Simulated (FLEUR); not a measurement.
A self-consistent single point of ZrH (P4_2/mmc, 4 atoms in the cell) with FLEUR.

Level of theory: PBEsol, all-electron FLAPW (FLEUR), scalar-relativistic valence run with FLEUR.

The change in words: lattice scaled by 0.98. Reference geometry:
```
ZrH
1.0
    3.26696     0.00000     0.00000
    0.00000     3.26696     0.00000
    0.00000     0.00000     5.04998
Zr H
2 2
Cartesian
  0.00000   1.63348   2.52499
  1.63348   0.00000   0.00000
  1.63348   1.63348   1.26250
  1.63348   1.63348   3.78749
```

Reference input (self-consistent single point, DFT, PBEsol, all-electron FLAPW (FLEUR), scalar-relativistic valence): Kmax = 4.7 1/bohr; GmaxXC = 18.8 1/bohr; xcFunctional = PBEs; jspins = 1; l_soc = F; mode = hist; fermiSmearingEnergy = 0.00183747 Htr; mesh (inpgen div1-3) = 7 7 5; inpgen gamma flag = false; Gmax = 18.8 1/bohr; numbands = 0; maxIterBroyd = 25. This run's input differs from it in these lines:

```diff
@@ -3,5 +3,5 @@
 &input film=f /
-6.1736691087 0.0000000000 0.0000000000
-0.0000000000 6.1736691087 0.0000000000
-0.0000000000 0.0000000000 9.5430866937
+6.0501962935 0.0000000000 0.0000000000
+0.0000000000 6.0501962935 0.0000000000
+0.0000000000 0.0000000000 9.3522243552
 1.0
@@ -46,5 +46,5 @@
          <bravaisMatrix>
-            <row-1>    6.1736691087000004     0.0000000000000000     0.0000000000000000</row-1>
-            <row-2>    0.0000000000000000     6.1736691087000004     0.0000000000000000</row-2>
-            <row-3>    0.0000000000000000     0.0000000000000000     9.5430866936999994</row-3>
+            <row-1>    6.0501962935000000     0.0000000000000000     0.0000000000000000</row-1>
+            <row-2>    0.0000000000000000     6.0501962935000000     0.0000000000000000</row-2>
+            <row-3>    0.0000000000000000     0.0000000000000000     9.3522243552000006</row-3>
          </bravaisMatrix>
```

Log, with long lists cut:

```
 Iteration:     1   Distance:      10.60384778 me/bohr^3
 Iteration:     2   Distance:       9.73377930 me/bohr^3
 Iteration:     3   Distance:       2.43373048 me/bohr^3
 Iteration:     4   Distance:       1.61759172 me/bohr^3
 Iteration:     5   Distance:       0.59105149 me/bohr^3
   [... 6 lines left out ...]
 Iteration:    12   Distance:       0.00021168 me/bohr^3
 Iteration:    13   Distance:       0.00002926 me/bohr^3
 Iteration:    14   Distance:       0.00001306 me/bohr^3
 Iteration:    15   Distance:       0.00000267 me/bohr^3
 Run finished successfully
 Stop message:
   Structural relaxation: Done

[file out, last iteration]
             iter=     16
[...]
          total density-effective poten   -1.1687871147E+04
          total charge density-energy d   -2.2532769429E+02
 Updated energy parameters for spin:           1
[...]
 fermi energy and band-weighting factors:

[...]
FERMIE:
          first approx. to ef    (T=0)  :   0.411182 htr   (energy of the highest occ. eigenvalue)
          number of occ. states  (T=0)  :        390
          first approx. to seigv (T=0)  :  -9.476295 htr
          sum of weights of occ. states :  13.016327
          sum of semicore charge        :   0.000000 e
FERHIS:  Fermi-Energy by histogram:
          bandgap                     :   0.001371 htr
   [... lines left out ...]
          charge neutrality (T=0)     :   0.032653    (zero if the highest occ. eigenvalue is "entirely" occupied)
     EF_NEWTON:  Adjust Fermi-Energy by Newton-Method.
 Direct bandgap for spin            1 :    1.1602949607394830E-002  Htr
 ---->    free energy=                     -7195.5956201342 htr
   [... lines left out ...]
      extrapolation for T->0
 ---->    total electron energy=           -7195.5953290262 htr
 ***** TOTAL FORCES ON ATOMS *****
 TOTAL FORCE FOR ATOM TYPE=  1  X=  0.000   Y=  3.025   Z=  4.676
                       FX_TOT= 0.000000 FY_TOT= 0.000000 FZ_TOT= 0.000000
 TOTAL FORCE FOR ATOM TYPE=  2  X=  3.025   Y=  3.025   Z=  2.338
                       FX_TOT= 0.000000 FY_TOT= 0.000000 FZ_TOT= 0.000000
 Structural relaxation: Done
```

The run converged in 15 iterations. FLEUR gives forces in its relaxation mode, with a further iteration, so its stop message speaks of a relaxation. Against the reference run the free energy falls by 14.7 meV/atom.

The starting cell comes from a database of computed structures (which also holds hypothetical and non-ambient phases and stackings), without a prior relaxation at this level. Its lattice was rescaled by a random factor within 2.5 % of one. For this run, on top of that: lattice scaled by 0.98. Values depend on the basis (sphere radii, cutoffs, local orbitals), which need not be converged. The log's line on a gap gives a spacing of levels on this mesh, which the program prints for metals too.

Cost on one core of a shared machine: roughly 2 min.
